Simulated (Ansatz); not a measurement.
**What isotropic strain +2.64 % does to hypothetical zinc blende BiSb**

Start from BiSb in the zinc blende structure (space group F-43m, No. 216; a = 7.0913 Å; a hypothetical phase, not in the database extracts checked; relaxed with 0.1 eV smearing).

The change: the cell is scaled by 1.0264 in all directions, atoms relaxed at fixed cell.

Method: Kohn–Sham DFT with the r2SCAN functional, run in Ansatz (a program for electronic structure) with PAW and 500 eV plane waves, no spin-orbit coupling. Γ-centred 14×14×14 mesh, Fermi–Dirac width 0.1 eV.

| quantity | base | changed | shift |
|---|---|---|---|
| volume per atom | 44.57 Å³ | 48.20 Å³ | +3.624 Å³ |
| space group | F-43m (No. 216) | F-43m (No. 216) | – |
| energy relative to the base (free energy F) | 0 meV/atom | +27 meV/atom | +27 meV/atom |
| pressure | 0.0 GPa | -2.2 GPa | -2.2 GPa |
| band gap | zero | zero | – |

Whether these cells are dynamically stable was not tested. All final runs are without spin polarisation.
